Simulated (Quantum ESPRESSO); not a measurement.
Worked example: self-consistent single point of MgB₁₂C₂ (Imma, 30 atoms in the cell) in Quantum ESPRESSO.

Computed with PBEsol-D3(0), GBRV 1.5 ultrasoft (PBESOL) pseudopotentials (plane waves; Quantum ESPRESSO).

```xyz
30
Lattice="2.8022 4.9035 3.9591 -2.8022 4.9035 3.9591 -2.8022 -4.9035 3.9591" Properties=species:S:1:pos:R:3 pbc="T T T"
Mg    -2.8021    -2.4517    -1.0865
Mg     0.0000    -2.4517     5.0456
B     -1.4591    -5.7367    -0.4114
B     -1.3430     0.8332     4.3705
B     -1.3430    -4.0703     3.5476
B     -1.4591    -0.8332     0.4114
B     -1.4591    -4.0703     0.4114
B     -1.3430    -0.8332     3.5476
B     -4.1452    -0.8332     0.4114
B      1.3430    -4.0703     3.5476
B      0.0000    -3.9850     1.4363
B     -2.8022    -0.9185     2.5228
B      0.0000    -0.9185     1.4363
B     -2.8022    -3.9850     2.5228
B     -4.6993     0.6279     1.2707
B      1.8972    -5.5314     2.6884
B     -0.9050    -5.5314     1.2707
B     -1.8972     0.6279     2.6884
B     -1.8972    -5.5314     2.6884
B     -0.9050     0.6279     1.2707
B     -0.9050    -4.2755    -1.2707
B     -1.8972    -0.6279     5.2298
B     -2.8022     1.6384     3.7951
B      0.0000    -6.5419     0.1640
B     -2.8022     3.2650     3.7951
B      0.0000    -8.1685     0.1640
C      0.0000    -3.3160     2.9371
C     -2.8022    -1.5875     1.0220
C      0.0000    -1.5875     2.9371
C     -2.8022    -3.3160     1.0220
```

Reference input (self-consistent single point, DFT, PBEsol, plane waves, GBRV 1.5 ultrasoft (PBESOL) pseudopotentials): ecutwfc = 40 Ry; ecutrho = 200 Ry; occupations = fixed; potentials = {Mg: mg_pbesol_v1.4.uspp.F.UPF, B: b_pbesol_v1.4.uspp.F.UPF, C: c_pbesol_v1.2.uspp.F.UPF}; K_POINTS = automatic 6 6 6 0 0 0; nbnd = 58; conv_thr = 1e-09 Ry. This run's input differs from it in these lines:

```diff
@@ -19,2 +19,5 @@
     nbnd = 58,
+    vdw_corr = 'grimme-d3',
+    dftd3_version = 3,
+    dftd3_threebody = .false.,
 /
```

The program printed (abridged):

```
     Self-consistent Calculation

     iteration #  1     ecut=    40.00 Ry     beta= 0.70

     total energy              =    -448.77695318 Ry
     estimated scf accuracy    <       2.29603326 Ry

     iteration #  2     ecut=    40.00 Ry     beta= 0.70

     total energy              =    -449.19153759 Ry
     estimated scf accuracy    <       0.52784707 Ry

     iteration #  3     ecut=    40.00 Ry     beta= 0.70

     total energy              =    -449.32556334 Ry
     estimated scf accuracy    <       0.08555876 Ry

   [... 6 blocks of this kind left out ...]

     iteration # 10     ecut=    40.00 Ry     beta= 0.70

     total energy              =    -449.34562980 Ry
     estimated scf accuracy    <       0.00000001 Ry

     iteration # 11     ecut=    40.00 Ry     beta= 0.70
     End of self-consistent calculation

     highest occupied, lowest unoccupied level (ev):     9.2645   11.3364

!    total energy              =    -449.34562980 Ry
     estimated scf accuracy    <          2.3E-10 Ry

     DFT-D3 Dispersion         =      -0.23356993 Ry

     convergence has been achieved in  11 iterations

     Forces acting on atoms (cartesian axes, Ry/au):

     atom    1 type  1   force =     0.00000000    0.00000000   -0.00226121
     atom    2 type  1   force =     0.00000000    0.00000000    0.00226121
     atom    3 type  2   force =    -0.00310444   -0.00030744   -0.00171769
     atom    4 type  2   force =     0.00310444    0.00030744    0.00171769
     atom    5 type  2   force =     0.00310444    0.00030744   -0.00171769
   [... 21 lines left out ...]
   [... lines left out ...]

     Total force =     0.024089     Total SCF correction =     0.000021

          total   stress  (Ry/bohr**3)                   (kbar)     P=      -36.94
  -0.00023937  -0.00000000   0.00000000          -35.21       -0.00        0.00
  -0.00000000  -0.00028921   0.00000000           -0.00      -42.54        0.00
  -0.00000000   0.00000000  -0.00022468           -0.00        0.00      -33.05

   JOB DONE.
```

The run converged in 11 iterations. Against the reference run the pressure goes from -1.41 to -3.69 GPa, the largest force goes from 0.201 to 0.219 eV/Å and the gap on the mesh stays at 2.072 eV.

The starting cell comes from a database of computed structures (which also holds hypothetical and non-ambient phases and stackings), without a prior relaxation at this level. With a pressure of about -4 GPa the cell is away from its equilibrium volume at this level.

Cost on one core of a shared machine: roughly 10 min.
